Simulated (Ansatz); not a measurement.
Input and output of a self-consistent single point for CaPb3 (P4mm, 4 atoms in the cell) (Ansatz, a quantum-chemistry and plane-wave program).

Method of the run: PBEsol, default PAW files made with PBE (plane waves; Ansatz).

The change in words: lattice scaled by 0.98; basis.ecutwfc: 420 eV → 230 eV. Reference geometry:
```
CaPb3
1.0
    4.90277     0.00000     0.00000
    0.00000     4.90277     0.00000
    0.00000     0.00000     4.90277
Ca Pb
1 3
Direct
  0.00000   0.00000   0.01020
  0.00000   0.50000   0.50000
  0.50000   0.00000   0.50000
  0.50000   0.50000   0.00000
```

Reference input (self-consistent single point, DFT, PBEsol, plane waves, default PAW files made with PBE): basis.ecutwfc = 420 eV; kpoints.mp_grid.grid = 5 5 5; hamiltonian.xc = pbesol; hamiltonian.pseudopotentials = {kind: paw} (the program's default PAW files); scf.occupations.method = gaussian; scf.occupations.width = 0.1 eV. This run's input differs from it in these lines:

Ansatz 0.2 input:
```diff
@@ -2,5 +2,5 @@
   lattice:
-    - [4.90276700, 0.00000000, 0.00000000]
-    - [0.00000000, 4.90276700, 0.00000000]
-    - [0.00000000, 0.00000000, 4.90276700]
+    - [4.80471200, 0.00000000, 0.00000000]
+    - [0.00000000, 4.80471200, 0.00000000]
+    - [0.00000000, 0.00000000, 4.80471200]
   atoms:
@@ -11,3 +11,3 @@
 basis:
-  ecutwfc: 420.0 eV
+  ecutwfc: 230.0 eV
 kpoints:
```

Output (repeated stretches shortened):

```
SCF iter   1: F=—  HF=-37054.984564 eV  |F-HF|=—  |Δ(HF+E_count)|=         —  Δρ=3.02e-2  dr2=4.82e-1  ethr=1.77e-3  ⟨swp⟩=9.7  Hψ=3211  notcnv=0
all-band conjugate gradients solve this SCF's bands
preconditioner: auto → Resta (q_TF=auto, 2.405 Å⁻¹)
SCF iter   2: F=—  HF=-37054.810235 eV  |F-HF|=—  |Δ(HF+E_count)|=   1.74e-1  Δρ=1.31e-2  dr2=7.43e-2  ethr=9.27e-4  ⟨swp⟩=2.8  Hψ=1226  notcnv=0  defer=22
   [... lines left out ...]
SCF iter   4: F=—  HF=-37054.785351 eV  |F-HF|=—  |Δ(HF+E_count)|=   2.15e-4  Δρ=1.45e-4  dr2=2.18e-5  ethr=2.80e-6  ⟨swp⟩=2.0  Hψ=678  notcnv=0  defer=22
SCF iter   5: F=—  HF=-37054.784902 eV  |F-HF|=—  |Δ(HF+E_count)|=   4.49e-4  Δρ=2.96e-5  dr2=1.18e-6  ethr=4.20e-8  ⟨swp⟩=2.0  Hψ=1047  notcnv=0  defer=22
SCF iter   6: F=—  HF=-37054.784902 eV  |F-HF|=—  |Δ(HF+E_count)|=   7.20e-8  Δρ=1.04e-5  dr2=1.70e-7  ethr=1.92e-10  ⟨swp⟩=10.3  Hψ=2891  notcnv=0
SCF iter   7: F=-37054.784902 eV  HF=-37054.784902 eV  |F-HF|=3.20e-10  |Δ(HF+E_count)|=   4.08e-8  Δρ=1.47e-6  dr2=3.18e-9  ethr=1.92e-10  ⟨swp⟩=4.1  Hψ=1723  notcnv=0
SCF 1 converged in 7 iterations: F = -37054.784902 eV  dr2 = 3.18e-9
Free energy (F): -37054.784902 eV
Internal energy: -37054.766676 eV  (E = F + TS)
E sigma→0 (E₀):  -37054.775789 eV
Entropy (-TS):   -0.018226 eV (-4.556 meV/atom)
Fermi energy:    11.187895 eV
--- Forces (eV/Å), atoms counted from 1 ---
  atom   1  Ca     0.00000000     0.00000000    -0.16657545
  atom   2  Pb     0.00000000     0.00000000     0.09748522
  atom   3  Pb     0.00000000     0.00000000     0.09748522
  atom   4  Pb    -0.00000000     0.00000000    -0.02840022
--- Stress (GPa, compression-positive) ---
        1.750291       0.000000       0.000000
        0.000000       1.750291       0.000000
        0.000000       0.000000       1.744330
  P = ⅓ Tr σ = 1.7483 GPa (17.483 kbar)
  The stress holds the Pulay correction. Without it, at fixed plane waves, as pw.x and ABINIT print it: P = -46.0080 GPa
```

The run converged in 7 iterations. Against the reference run the free energy rises by 1.27 eV/atom, the pressure goes from -0.76 to 1.75 GPa and the largest force goes from 0.142 to 0.167 eV/Å.

The starting cell comes from a database of computed structures (which also holds hypothetical and non-ambient phases and stackings), without a prior relaxation at this level. Its lattice was rescaled by up to half a per cent. One atom was moved a little off its site on purpose. For this run, on top of that: lattice scaled by 0.98. Ansatz's pressure includes its estimate of the finite-basis (Pulay) stress. Without the estimate this run gives -46.01 GPa. The cutoff lies below the one recommended for these files.
